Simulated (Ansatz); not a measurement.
Zinc-blende BeS was calculated with r²SCAN-D4 (Ansatz, a first-principles code, PAW).

Input file:

Ansatz 0.2 input:
```yaml
crystal:
  lattice:
    - [0.0, 2.4733929477, 2.4733929477]
    - [2.4733929477, 0.0, 2.4733929477]
    - [2.4733929477, 2.4733929477, 0.0]
  atoms:
    - { symbol: Be, position: [0.0, 0.0, 0.0] }
    - { symbol: S, position: [0.25, 0.25, 0.25] }
basis:
  ecutwfc: 560
  ecutrho_ratio: 4
  xc_grid: 3
kpoints:
  mp_grid: { grid: [12, 12, 12] }
hamiltonian:
  xc: r2scan
  dispersion: d4
  pseudopotentials: { kind: paw }
scf:
  occupations: { method: fermi_dirac, width: 0.01 }
  convergence: { dr2_threshold: 0.0000000002 }
output:
  forces: true
  stress: true
  eigenvalues: true
```

Output (set-up and result lines):

```
Crystal: 2 atoms, lattice volume = 30.263 Å³
Basis set: ecut = 560 eV, 941 PW (Γ), exchange–correlation on 81×81×81 points (27 copies of the dense FFT grid, shifted against one another)
Bands: 8, of which v1, the nominal top of the filled ones, is band 4 counted from 1 (3 counted from 0)
Symmetry: 24 space group operations
Space group: F-43m (ITA 216), of the structure as read, at distance tolerance 3.1e-5 Å
k-points: 72 of 1728 (time reversal used)
Functional: x = r2scan, c = r2scan; τ floored in thin density (d = 2e-4 eV/Å³)
SCF iter   1: F=—  HF=-1001.698644 eV  |F-HF|=—  |Δ(HF+E_count)|=         —  Δρ=4.72e-3  dr2=5.40e-3  dr2_τ=2.48e-2
SCF iter   2: F=—  HF=-1001.767423 eV  |F-HF|=—  |Δ(HF+E_count)|=   6.88e-2  Δρ=2.98e-3  dr2=2.14e-3  dr2_τ=3.00e-5
  ...
SCF iter   6: F=—  HF=-1001.767903 eV  |F-HF|=—  |Δ(HF+E_count)|=   1.22e-6  Δρ=3.07e-6  dr2=2.60e-9  dr2_τ=2.34e-10
SCF iter   7: F=-1001.767903 eV  HF=-1001.767903 eV  |F-HF|=6.67e-11  |Δ(HF+E_count)|=  8.79e-11  Δρ=4.30e-7  dr2=5.10e-11  dr2_τ=2.74e-12
SCF 1 converged in 7 iterations: F = -1001.767903 eV  dr2 = 5.10e-11
SCF converged after 7 iterations
Free energy (F): -1001.767903 eV
Internal energy: -1001.767903 eV  (E = F + TS)
E sigma→0 (E₀):  -1001.767903 eV
Fermi energy:    6.309912 eV
--- Stress (GPa, compression-positive) ---
       -5.182057      -0.000000      -0.000000
       -0.000000      -5.182057       0.000000
       -0.000000       0.000000      -5.182057
  P = ⅓ Tr σ = -5.1821 GPa (-51.821 kbar)
```

The cell is one volume of an energy–volume scan, off the minimum.

The PAW data were made under PBE.

The result took roughly 4 core-seconds.
